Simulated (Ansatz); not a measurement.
## What Cu on a S site (antisite), symmetric start does to ZnCu2SnS4

The reference is a 16-atom supercell of ZnCu₂SnS₄ (space group I-4, No. 82; a = 5.4685 Å, c = 10.9351 Å) at its relaxed geometry.

One thing is altered: one S atom is replaced by Cu, atoms relaxed at fixed cell.

Level of theory: Ansatz (an electronic-structure program) PBE, without spin-orbit coupling, earlier PAW set. Settings: 3×4×4 k-points, 0.05 eV Fermi–Dirac smearing.

| quantity | base | changed | shift |
|---|---|---|---|
| pressure | 0.0 GPa | 0.1 GPa | +0.1 GPa |
| energy gained by relaxation | – | 0.56 eV | – |
| largest displacement of a host atom from its site in the perfect cell | – | 0.49 Å | – |

Final structure:

```yaml
crystal:
  lattice:
    - [-5.46847, 5.46847, 0.00000]
    - [2.73424, 2.73424, 5.46757]
    - [2.73424, 2.73424, -5.46757]
  atoms:
    - { symbol: Cu, position: [0.99787, 0.06763, 0.00810] }
    - { symbol: Cu, position: [0.49146, 0.48978, 0.48147] }
    - { symbol: Cu, position: [0.28431, 0.47739, 0.01185] }
    - { symbol: Cu, position: [0.74769, 0.98709, 0.48194] }
    - { symbol: Zn, position: [0.74599, 0.50187, 0.01165] }
    - { symbol: Zn, position: [0.24595, 0.98448, 0.47095] }
    - { symbol: Sn, position: [0.99387, 0.50447, 0.55465] }
    - { symbol: Sn, position: [0.50180, 0.99221, 0.98826] }
    - { symbol: Cu, position: [0.01805, 0.68495, 0.97421] }
    - { symbol: S, position: [0.50145, 0.12448, 0.37924] }
    - { symbol: S, position: [0.99250, 0.09546, 0.34899] }
    - { symbol: S, position: [0.49599, 0.59709, 0.84978] }
    - { symbol: S, position: [0.73693, 0.62400, 0.37882] }
    - { symbol: S, position: [0.23910, 0.12387, 0.85033] }
    - { symbol: S, position: [0.24843, 0.61586, 0.36195] }
    - { symbol: S, position: [0.75859, 0.12937, 0.84782] }
```

The cell is small, so the values are those of an ordered compound at a high defect concentration; dilute-limit values will differ. A case with no gap was solved on a k-mesh chosen for an insulator, which is coarse for it. The defect started on the symmetric site and kept its symmetry, so it may sit on a saddle. The final runs are not spin-polarised. The defect cell is not spin-polarised.
